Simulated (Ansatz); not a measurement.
CdTe under load (space group R3m): band-edge transport data

```xyz
2
Lattice="-0.1154 3.2033 3.2033 3.2033 -0.1154 3.2033 3.2033 3.2033 -0.1154" Properties=species:S:1:pos:R:3 pbc="T T T"
Cd    -0.0246    -0.0246    -0.0246
Te     1.5974     1.5974     1.5974
```

All values below come from r2SCAN with spin-orbit coupling, rigid bands (plane waves, PAW; Ansatz, a program for electronic structure). Condition of this run: uniaxial stress along [111] of 2 GPa (compression positive) (the target of the relaxation). Cell: cell and atoms relaxed with r2SCAN, then loaded as said.

The band gap is 0.84 eV. The electron conductivity mass (300 K, dilute) is 0.100 mₑ and the hole conductivity mass (300 K, dilute) is 0.34 mₑ. The effective density of states N_c (300 K) is 7.2e17 cm⁻³ and the effective density of states N_v (300 K) is 6.0e18 cm⁻³. The density-of-states mass, electrons is 0.094 mₑ and the density-of-states mass, holes is 0.39 mₑ. The Seebeck coefficient, n-type 1e19 cm⁻³, 300 K is -64 μV/K. The Seebeck coefficient, p-type 1e19 cm⁻³, 300 K is 201 μV/K. The best p-type power factor at 300 K for τ = 10 fs (best axis; densities from 1e16 to 1e21 cm⁻³ tried, whether or not they can be reached) is 4.4 μW/(cm·K²) at 3e20 cm⁻³.

Rigid bands; masses and Seebeck coefficients take one relaxation time τ for all states and one kind of carrier; polarons and phonon drag are left out.
